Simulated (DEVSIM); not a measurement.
Device: abrupt InP n-p junction, at 350 K.

```
layer (left to right)  material  thickness (μm)  Nd (cm⁻³)  Na (cm⁻³)  τn (s)  τp (s)
---------------------  --------  --------------  ---------  ---------  ------  ------
1                           InP            60.0     4.5e15          -  8.1e-8  8.1e-8
2                           InP            8.40          -     6.5e14  8.1e-8  8.1e-8
```

Left contact: ohmic. Right contact: ohmic. Voltage is applied to the left contact. Recombination: SRH at mid-gap, radiative. Mobility is constant in doping.

Constants are typed, rounded textbook-type inputs, not results; the design itself was drawn at random and stands for no fabricated device. Values at 300 K; Nc and Nv go as T^1.5, mobilities as T to minus their exponent, the gap by Varshni's rule with the affinity fixed.

```csv
parameter,InP
gap (eV),1.344
affinity (eV),4.38
permittivity,12.5
Nc (cm⁻³),5.7e17
Nv (cm⁻³),1.1e19
μn (cm²/Vs),5200
μp (cm²/Vs),170
T exponent of μn,2
T exponent of μp,2
B (cm³/s),1.2e-10
Varshni α (eV/K),0.000363
Varshni β (K),162
```

DEVSIM, 1D drift-diffusion, Boltzmann statistics, complete ionisation; no tunnelling, impact ionisation, image-force lowering or self-heating.

The minority lifetime in layer 1 was swept, all else fixed.

```tsv
minority lifetime in layer 1 (s)	dark forward voltage at 100 A/cm² (V)
2.4e-9	1.186
8.1e-9	1.179
2.4e-8	1.171
8.1e-8	1.161
2.4e-7	1.151
8.1e-7	1.141
2.4e-6	1.134
```

From the first row to the last the dark forward voltage at 100 A/cm² goes from 1.186 to 1.134.
